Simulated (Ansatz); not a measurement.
**A computed series for MgO: response to strain**

Base system: MgO in the rock salt structure (space group Fm-3m, No. 225; a = 4.204 Å). Axes: x, y, z lie along the cube axes.

Strains are applied to the cell and any free atomic positions relax; under biaxial strain the out-of-plane vector relaxes too.

All numbers come from r2SCAN in Ansatz (plane waves to 500 eV, PAW, without spin-orbit coupling).

Candidates:
(a) biaxial strain +0.50 %, plane normal [001], relaxed out of plane
(b) biaxial strain +2.50 %, plane normal [001], relaxed out of plane
(c) biaxial strain +1.50 %, plane normal [001], relaxed out of plane
(d) biaxial strain +1.00 %, plane normal [001], relaxed out of plane

Question: Order them by out-of-plane strain, highest first.

Answer: (a) biaxial strain +0.50 %, plane normal [001], relaxed out of plane (-0.30 %), (d) biaxial strain +1.00 %, plane normal [001], relaxed out of plane (-0.59 %), (c) biaxial strain +1.50 %, plane normal [001], relaxed out of plane (-0.88 %), (b) biaxial strain +2.50 %, plane normal [001], relaxed out of plane (-1.43 %)

No phonon test of stability was made.

Ansatz is a quantum-chemistry and plane-wave program.
